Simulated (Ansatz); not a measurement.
For Si3N4 (P6₃/m, No. 176), PBE-D3(BJ) in Ansatz (plane waves, PAW) gives:

| Property | Value |
|---|---|
| lattice parameter a | 7.619 Å |
| c axis length | 2.911 Å |
| cohesive energy | 6.29 eV/atom |

What does r²SCAN+rVV10 (PAW; Ansatz, a program for electronic structure) give for the same quantities?


- lattice constant a: 7.597 Å (falls by 0.3 %)
- lattice parameter c: 2.903 Å (shrinks by 0.3 %)
- cohesive energy: 6.15 eV/atom (falls by 0.14 eV/atom)

Changes are worked out from the printed values.

Unless a cell is named, each level is at its own relaxed cell (PBE-D3(BJ) 10.45, r²SCAN+rVV10 10.36 Å³/atom).

Ansatz's density-functional and Hartree–Fock values are scalar-relativistic unless marked +SOC, with PAW data made under PBE.
